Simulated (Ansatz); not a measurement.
Given:

```
CELL_PARAMETERS angstrom
      4.60888     0.00000     0.00000
     -2.30444     3.99141     0.00000
      0.00000     0.00000     7.27508
ATOMIC_POSITIONS crystal
  Mg 0.33333 0.66667 0.99647
  Mg 0.66667 0.33333 0.49647
  Te 0.33333 0.66667 0.37953
  Te 0.66667 0.33333 0.87953
```

No spin polarisation.

The values are results of PBE/PAW in Ansatz (an electronic-structure program), no SOC, not measurements. Γ-centred 8×8×5 mesh, Fermi–Dirac width 0.05 eV.

What is the computed space group?

P6_3mc (No. 186).

What is the computed stress (xx, yy, zz, yz, xz, xy; compression positive)?

(0.76, 0.76, 1.67, 0.00, 0.00, 0.00) GPa.

The cells carry an imposed strain or load. Whether these cells are dynamically stable was not tested. The cell was made from MgTe in the wurtzite structure (space group P6_3mc, No. 186) by this change: uniaxial strain ε_zz = −3.00 %.
